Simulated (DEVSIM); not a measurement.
Device: abrupt InP n-p junction, at 300 K.

| layer (left to right) | material | thickness (μm) | Nd (cm⁻³) | Na (cm⁻³) | τn (s) | τp (s) |
|---|---|---|---|---|---|---|
| 1 | InP | 0.170 | 4.9e15 | - | 6e-10 | 6e-10 |
| 2 | InP | 1.00 | - | 3.2e15 | 6e-10 | 6e-10 |

Left contact: ohmic. Right contact: ohmic. Voltage is applied to the left contact. Recombination: SRH at mid-gap. Mobility is μmin + (μ − μmin)/(1 + (N/Nref)^α).

Constants are typed, rounded textbook-type inputs, not results; the design itself was drawn at random and stands for no fabricated device. Values at 300 K; Nc and Nv go as T^1.5, mobilities as T to minus their exponent, the gap by Varshni's rule with the affinity fixed.

| parameter | InP |
|---|---|
| gap (eV) | 1.344 |
| affinity (eV) | 4.38 |
| permittivity | 12.5 |
| Nc (cm⁻³) | 5.7e17 |
| Nv (cm⁻³) | 1.1e19 |
| μn (cm²/Vs) | 5200 |
| μp (cm²/Vs) | 170 |
| μn,min | 400 |
| μp,min | 10 |
| Nref,n | 3e17 |
| Nref,p | 4.9e17 |
| αn | 0.47 |
| αp | 0.62 |
| T exponent of μn | 2 |
| T exponent of μp | 2 |
| Varshni α (eV/K) | 0.000363 |
| Varshni β (K) | 162 |

Model (solved in DEVSIM): 1D drift-diffusion, Boltzmann statistics, complete ionisation; no tunnelling, impact ionisation, image-force lowering or self-heating.

The temperature was swept, all else fixed.

| temperature (K) | dark forward voltage at 100 A/cm² (V) | dark forward voltage at 1 A/cm² (V) | potential step across the device at zero bias (V) | largest field in the device at zero bias (V/cm) |
|---|---|---|---|---|
| 250 | 1.044 | 0.930 | 1.094 | 26000 |
| 300 | 0.957 | 0.818 | 1.011 | 25000 |
| 350 | … | … | 0.925 | 23000 |
| 400 | 0.781 | 0.587 | 0.837 | 22000 |
| 450 | 0.690 | 0.469 | 0.747 | 21000 |
| 500 | 0.599 | 0.349 | 0.656 | 19000 |

Question: Some entries are withheld; supply them.

Answer: 
- 350, dark forward voltage at 100 A/cm² (V): 0.870
- 350, dark forward voltage at 1 A/cm² (V): 0.703
